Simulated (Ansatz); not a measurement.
By PBEsol, the system below comes out a metal.

A figure of merit of an interconnect metal is its ballistic conductance per area.

```xyz
1
Lattice="4.6918 0.0000 0.0000 -2.3459 4.0633 0.0000 2.3459 1.3544 0.9577" Properties=species:S:1:pos:R:3 pbc="T T T"
Nb     0.0000     0.0000     0.0000
```

The cell is taken as given; by PBEsol it stands under a pressure of -7.0 GPa.

The current flows along the normal of the first two printed cell vectors, the (111) plane of the conventional cell. No spin-orbit coupling; the value is a mean over 0.1 eV about the Fermi level.

Task: Compute, with PBEsol in Ansatz (a program for electronic structure), the ballistic conductance per area.

Result: 1.9 × 10¹⁵ S/m² for both spins.
